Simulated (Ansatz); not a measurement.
Effect of isotropic strain +2.40 % on ScAl3

Base system: ScAl₃ in the Cu3Au type structure (space group Pm-3m, No. 221; a = 4.107 Å; relaxed with 0.1 eV smearing).

It is then changed as follows: an isotropic linear strain of +2.40 %, atoms relaxed at fixed cell.

Method: PBE (Ansatz, a first-principles code; PAW; 420 eV plane waves; without spin-orbit coupling). Settings: 14×14×14 k-points, 0.1 eV Fermi–Dirac smearing.

```csv
quantity,base,changed,shift
volume per atom,17.31 Å³,18.59 Å³,+1.28 Å³
space group,Pm-3m (No. 221),Pm-3m (No. 221),–
shortest interatomic distance,2.904 Å,2.974 Å,+0.070 Å
energy relative to the base (free energy F),0 meV/atom,+22 meV/atom,+22 meV/atom
pressure,0.0 GPa,-5.3 GPa,-5.3 GPa
band gap,zero,zero,–
```

Cost of the whole job for the changed cell (relaxation, final SCF and bands): roughly 10 core-seconds.

Stability against distortions was not tested. The final runs are not spin-polarised.
